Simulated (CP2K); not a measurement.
Band structure of OsRu (P-6m2, 2 atoms in the cell).

```
OsRu
1.0
    2.69129     0.00000     0.00000
   -1.34564     2.33072     0.00000
    0.00000     0.00000     4.24399
Ru Os
1 1
Direct
  0.33333   0.66667   0.00000
  0.66667   0.33333   0.50000
```

Level of theory: LDA (Pade form), GPW, DZVP-MOLOPT-SR-GTH basis, GTH-PADE potentials (GTH_POTENTIALS) (CP2K 2026.2).

Settings: CUTOFF = 500 Ry; REL_CUTOFF = 50 Ry; SMEAR/METHOD = FERMI_DIRAC; ELECTRONIC_TEMPERATURE = 1160.45 K; KPOINTS/SCHEME = MONKHORST-PACK 9 9 5; XC_FUNCTIONAL = PADE; Ru/BASIS_SET = DZVP-MOLOPT-SR-GTH-q16; Ru/POTENTIAL = GTH-PADE-q16; Os/BASIS_SET = DZVP-MOLOPT-SR-GTH-q16; Os/POTENTIAL = GTH-PADE-q16; METHOD = GPW; EPS_DEFAULT = 1e-10; EXTRAPOLATION = USE_GUESS; NGRIDS = 5.

The starting cell comes from a database of computed structures (which also holds hypothetical and non-ambient phases and stackings), without a prior relaxation at this level. Its lattice was rescaled by a random factor within 2.5 % of one. Spin-orbit coupling is off. Spin polarisation is off. Values carry the incompleteness of an atom-centred basis.

Levels in eV from the Fermi level, bands 13 to 18:
```csv
point,13,14,15,16,17,18
Γ,-2.88,-2.30,-2.30,-1.70,-1.70,0.43
M,-2.72,-2.57,-1.88,1.45,2.53,2.87
K,-3.54,-3.40,-1.38,1.09,1.48,1.88
A,-3.48,-3.48,-3.20,-3.20,0.42,0.42
L,-1.52,-1.08,0.00,0.00,1.57,2.87
H,-3.64,-3.19,-1.56,-1.38,1.29,1.71
```

Bands cross the Fermi level along this path, so the cell is metallic at this level.

Higher empty bands are left out: an atom-centred basis made for the valence describes them poorly.
